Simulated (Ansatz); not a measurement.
Start from KTaO₃ in the cubic perovskite structure (space group Pm-3m, No. 221; a = 4.024 Å).

Perturbation: cell and atoms relaxed at a pressure of 18 GPa.

Levels (all Ansatz, an electronic-structure program, PAW): PBE (420 eV, without spin-orbit coupling); r2SCAN (500 eV, without spin-orbit coupling); HSE06 (420 eV, no spin-orbit coupling); PBE+SOC (420 eV, with spin-orbit coupling).

One geometry, relaxed with PBE, under each level:

Notes on the quantities. electron mass: degenerate bands, along [100]; hole mass: degenerate bands, along [100].

| level | band gap | lowest conduction level above the VBM at special points | electron mass | hole mass | pressure |
|---|---|---|---|---|---|
| PBE | 2.34 eV | Γ 2.34 eV; X 2.53 eV; M 5.46 eV; R 7.01 eV | – | – | 180.0 kbar |
| r2SCAN | 2.77 eV | Γ 2.77 eV; X 2.94 eV; M 5.88 eV; R 7.46 eV | – | – | 128.2 kbar |
| HSE06 | 3.73 eV | Γ 3.73 eV; X 3.92 eV; M 7.09 eV | – | – | – |
| PBE+SOC | 2.20 eV | Γ 2.20 eV; X 2.51 eV; M 5.31 eV; R 6.86 eV | 0.25, 0.71 mₑ (at Γ) | 0.99, 2.7 mₑ (at R) | 177.6 kbar |

Single points use the geometry relaxed with PBE. Their cutoffs differ, which shifts pressures a little. The hybrid gap comes from the SCF mesh plus the semilocal run's edge points and a few special points and is an upper bound. The spin-orbit shifts are approximate. With Ta present, leaving out spin-orbit coupling can change the band edges. Load acts through the strain it causes; cell and atoms are relaxed under it. Masses are band curvatures over ±0.01 Å⁻¹ around the edge. Stability against distortions was not tested. Competing high-pressure phases were not computed.
